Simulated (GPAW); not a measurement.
Band structure of BaIn₄ (I4/mmm, 5 atoms in the cell).

```
BaIn4
1.0
   -2.57318     2.57318     6.17382
    2.57318    -2.57318     6.17382
    2.57318     2.57318    -6.17382
Ba In
1 4
Direct
  0.00000   0.00000   0.00000
  0.75000   0.25000   0.50000
  0.25000   0.75000   0.50000
  0.61779   0.61779   0.00000
  0.38221   0.38221   0.00000
```

Level of theory: PBEsol, GPAW PAW datasets PBEsol (made by gpaw-setup) (plane waves; GPAW).

Settings: mode = pw; ecut = 600 eV; xc = PBEsol; kpts = 5 5 5; mesh shift (steps) = 0 0 0; occupations.name = methfessel-paxton; occupations.width = 0.272 eV; occupations.order = 0; nbands = -11; convergence.forces = 0.001 eV/Å; symmetry.symmorphic = false; symmetry.tolerance = 0.0005; maxiter = 150; bandpath_npoints = 40.

The starting cell comes from a database of computed structures (which also holds hypothetical and non-ambient phases and stackings), without a prior relaxation at this level. Its lattice was rescaled by a random factor within 2.5 % of one.

Levels in eV from the Fermi level, bands 28 to 35:
```tsv
point	28	29	30	31	32	33	34	35
Γ	-2.85	-1.83	-1.83	-0.07	0.53	0.53	1.29	2.15
X	-5.01	-2.48	-1.70	-1.47	0.86	1.74	2.03	2.87
Y	-4.12	-2.62	-1.59	-1.37	0.79	1.68	2.16	3.13
S	-2.19	-1.29	-1.01	-0.39	0.31	0.53	1.50	1.92
Z	-1.85	-1.85	-0.01	0.12	0.41	1.22	1.22	1.65
S1	-2.19	-1.29	-1.01	-0.39	0.31	0.53	1.50	1.92
N	-3.28	-1.10	-0.26	-0.20	-0.07	0.42	0.50	1.42
P	-5.07	-2.26	-1.59	-1.59	0.09	2.24	2.24	3.43
Y1	-4.12	-2.62	-1.59	-1.37	0.79	1.68	2.16	3.13
```

Bands cross the Fermi level along this path, so the cell is metallic at this level.
